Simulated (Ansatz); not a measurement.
# What uniaxial strain ε_zz = +1.00 % does to Ir

Base system: Ir in the fcc (Cu type) structure (space group Fm-3m, No. 225; a = 3.812 Å; relaxed with 0.1 eV smearing). Axes: x, y, z lie along the cube axes.

Now apply this change: the cell is stretched by 1.00 % along z with no lateral relaxation, atoms relaxed at fixed cell.

Calculations: LDA in Ansatz (plane waves to 420 eV, PAW, no spin-orbit coupling). Γ-centred 30×30×30 mesh, Fermi–Dirac width 0.1 eV.

The volume per atom increases by 0.14 Å³ to 13.99 Å³ and the space group goes from Fm-3m (No. 225) to I4/mmm (No. 139). The shortest interatomic distance is still 2.695 Å and the energy goes up by 2.8 meV/atom. The pressure (mean of the normal stresses, compression positive) goes from zero to -3.9 GPa and the band gap remains zero. The stress (xx, yy, zz, yz, xz, xy; compression positive) comes out as (-2.6, -2.6, -6.5, 0.0, 0.0, 0.0) GPa.

Final structure:

```
CELL_PARAMETERS angstrom
      0.00000     1.90592     1.92498
      1.90592     0.00000     1.92498
      1.90592     1.90592     0.00000
ATOMIC_POSITIONS crystal
  Ir 0.00000 0.00000 0.00000
```

Whether these cells are dynamically stable was not tested. All final runs are without spin polarisation.

Ansatz is a first-principles code.
